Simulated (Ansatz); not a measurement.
Start from MgTe in the zinc blende structure (space group F-43m, No. 216; a = 6.509 Å). Axes: x, y, z lie along the cube axes.

Level of theory: plane-wave PAW DFT at the PBE level (Ansatz, a first-principles code, 420 eV), spin-orbit coupling left out.

Perturbation: every lattice vector is stretched by 3.00 %; the atoms relax in the strained cell.

**Question.** Predict the stress tensor and what it implies for the stiffness.

**Answer.** Stress of the strained cell less that of the base (GPa, compression positive):
```
  -2.50    0.00    0.00
   0.00   -2.50    0.00
   0.00    0.00   -2.50
```

Then B = −ΔP/(ΔV/V₀) with ΔV/V₀ = 0.0927 gives secant stiffness values (nonlinear terms included at this strain): B ≈ 27 GPa.

As a check, the harmonic strain energy −½ V₀ Δσ:ε is 24 meV/atom; the computed energy rise is 27 meV/atom.

Whether these cells are dynamically stable was not tested.
